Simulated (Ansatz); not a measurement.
## BP: pressure series

Base system: BP in the zinc blende structure (space group F-43m, No. 216; a = 4.5484 Å).

Cell and atoms are relaxed at each pressure.

Calculations: PBE, PAW, 420 eV (Ansatz, a program for electronic structure; scalar-relativistic without spin-orbit coupling).

Notes on the quantities. enthalpy: H = E + PV relative to the base's energy.

| change | lattice parameter a | enthalpy | width of the top valence band |
|---|---|---|---|
| base | 4.548 Å | – | 5.43 eV |
| pressure −2 GPa | 4.567 Å | -0.15 eV/atom | 5.36 eV |
| pressure −1 GPa | 4.558 Å | -0.07 eV/atom | 5.39 eV |
| pressure 0.9 GPa | 4.540 Å | +0.07 eV/atom | 5.46 eV |
| pressure 2.1 GPa | 4.529 Å | +0.15 eV/atom | 5.50 eV |
| pressure 4.5 GPa | 4.508 Å | +0.33 eV/atom | 5.58 eV |
| pressure 9 GPa | 4.473 Å | +0.64 eV/atom | 5.72 eV |
| pressure 15 GPa | 4.429 Å | +1.06 eV/atom | 5.90 eV |
| pressure 22.5 GPa | 4.381 Å | +1.56 eV/atom | 6.10 eV |
| pressure 30 GPa | ___ | +2.04 eV/atom | ___ |

What belongs in the blanks?


- pressure 30 GPa, lattice parameter a: 4.338 Å
- pressure 30 GPa, width of the top valence band: 6.28 eV

The levels and masses belong to the bands next to the band gap. Load acts through the strain it causes; cell and atoms are relaxed under it. Whether these cells are dynamically stable was not tested. No other phases were tried under pressure.
